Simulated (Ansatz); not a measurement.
**TiO2: strain along the normal**

TiO2 (anatase, I4_1/amd, 11.017 Å³/atom at rest, c along z) under an equal strain ε in the (001) plane with the normal axis free, as in a coherent film. LDA in Ansatz, a plane-wave DFT program (PAW, default set), 420 eV, 12×12×12 Γ-centred mesh, Fermi-Dirac smearing 0.05 eV; ions are relaxed within the symmetry of each cell.

Here s stands for strain and y for normal strain.

| strain (%) | normal strain (%) |
|---|---|
| -1.20 | 1.99 |
| -0.60 | 0.97 |
| 0.00 | 0.00 |
| 0.60 | -0.92 |
| 1.20 | -1.78 |
| 3.00 | ? |

The 5 complete rows are fitted with a straight line, y against s. Means: s 0, y 0.052. About the means, the sum of products is -5.6580 and the sum of squares of s is 3.6000; the slope is their ratio. Least squares gives y = 0.052 - 1.5717·s. Residuals (row less fit): 0.052, -0.025, -0.052, -0.029, 0.054; standard error 0.057 (degrees of freedom: 3). The slope, -1.57 ± 0.03, is the elastic response of the normal axis, −2C13/C33.

### Question
Estimate the missing y (s = 3.00); what did the run itself give?

### Answer
y = 0.052 - 1.5717 × 3.0 = -4.663%. The calculation gives -4.01%, 0.653% above the prediction (10.9 % of the range of y in the table). The row lies outside the fitted rows, so this is an extrapolation. From the scatter of the fitted rows alone, a prediction at this place has a standard error of 0.110%, so the miss is 5.9 times that.

One order more, fitted to all 11 runs of the series, follows each within 0.04, so the miss is the next term of a smooth law. The primitive cell can neither tilt nor turn polar against its symmetry, as such crystals can under strain. TiO2 is here one of several forms; rutile is the usual stable one. Rows are the converged runs of the series near zero and its far end; series whose fitted rows scatter by over a few per cent of the range, as at a crossing or softening among them, aren't shown in this form. Most that stay on the fit to the last digits aren't either.
